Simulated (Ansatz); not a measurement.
## Hypothetical cubic perovskite MnTlI3, element substitutions

Base system: MnTlI3 in the cubic perovskite structure (space group Pm-3m, No. 221; a = 5.6061 Å; ferromagnetic; a hypothetical phase, not in the database extracts checked).

Each row replaces one element on all its sites; cell and atoms are relaxed.

All numbers come from PBEsol (Ansatz, a first-principles code), spin-orbit coupling left out.

```
variant  band gap     density  shortest interatomic distance
-------  --------  ----------  -----------------------------
base         zero  6.03 g/cm³                        2.803 Å
Tl → Zr      zero  5.71 g/cm³                        2.675 Å
I → Br    0.51 eV  5.83 g/cm³                        2.610 Å
Mn → Hf      zero  7.12 g/cm³                        2.813 Å
```

Spin-orbit coupling, missing from the scalar runs, can matter with Tl. Stability against distortions was not tested. As relaxed here, MnTlBr3 and HfTlI3 are hypothetical phases, not in the database extracts checked. No Hubbard U is applied and the magnetic state is the run's own (MnTlBr3 ferromagnetic); other magnetic orders, which need larger cells, were not tried and can change the gap. A gap here joins edges of opposite spin (a spin-flip gap). Spin-polarised in the final run: ZrMnI3, base and MnTlBr3; the other runs are not. Many cubic perovskites are stable only at high temperature; tilts and polar distortions were not tested. HfTlI3 has a high density of states at the Fermi level and may be magnetic at this level. Gaps under 0.05 eV, about the width of the smearing, are given as zero.
